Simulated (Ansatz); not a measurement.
## Hypothetical rock salt BeTe, element substitutions

The parent structure is BeTe in the rock salt structure (space group Fm-3m, No. 225; a = 5.302 Å; a hypothetical phase, not in the database extracts checked).

Each row replaces one element on all its sites; cell and atoms are relaxed.

All numbers come from PBEsol, PAW, 420 eV (Ansatz, an electronic-structure program; no SOC), earlier PAW set.

```tsv
change	density	shortest interatomic distance	band gap
base	6.09 g/cm³	2.651 Å	zero
Be → Cd	…	…	zero
Te → Pd	8.03 g/cm³	2.285 Å	zero
Be → Mg	4.90 g/cm³	2.953 Å	0.45 eV
```

### Question
Complete the table.

### Answer

- Be → Cd, density: 7.38 g/cm³
- Be → Cd, shortest interatomic distance: 3.000 Å

With Te present, leaving out spin-orbit coupling can change the band edges. Whether these cells are dynamically stable was not tested. As relaxed here, BePd is a hypothetical phase, not in the database extracts checked. For MgTe in this form, whether it has been made was not checked. All final runs are without spin polarisation. This is not the structure that CdTe has at room temperature and ambient pressure. This is not the structure that MgTe has at room temperature and ambient pressure.
